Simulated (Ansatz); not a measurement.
Start from GaCuSe$_{2}$ in the chalcopyrite structure (space group I-42d, No. 122; a = 5.570 Å, c = 11.075 Å).

Level of theory: PBEsol (Ansatz, a first-principles code, PAW, no spin-orbit coupling).

One change was made to it. Results:

| quantity | base | after |
|---|---|---|
| valence-band top at Γ (three highest levels, from the VBM) | 0.00, -0.09, -0.09 eV | 0.00, -0.10, -0.10 eV |
| band gap | 0.12 eV | 0.81 eV |
| shortest interatomic distance | 2.381 Å | 2.262 Å |

Problem. Name the change that was made.
A. pressure 4.5 GPa
B. pressure 30 GPa
C. pressure 2.1 GPa
D. pressure 0.9 GPa
E. pressure 15 GPa

Solution. E, pressure 15 GPa. For comparison, the band gap in the other runs: pressure 0.9 GPa gives 0.17 eV; pressure 30 GPa gives 1.26 eV; pressure 4.5 GPa gives 0.36 eV; pressure 2.1 GPa gives 0.24 eV.

Load acts through the strain it causes; cell and atoms are relaxed under it. No phonon test of stability was made. No other phases were tried under pressure. All final runs are without spin polarisation. A zero or small gap of GaCuSe2 can be the functional's error rather than a property of the material.
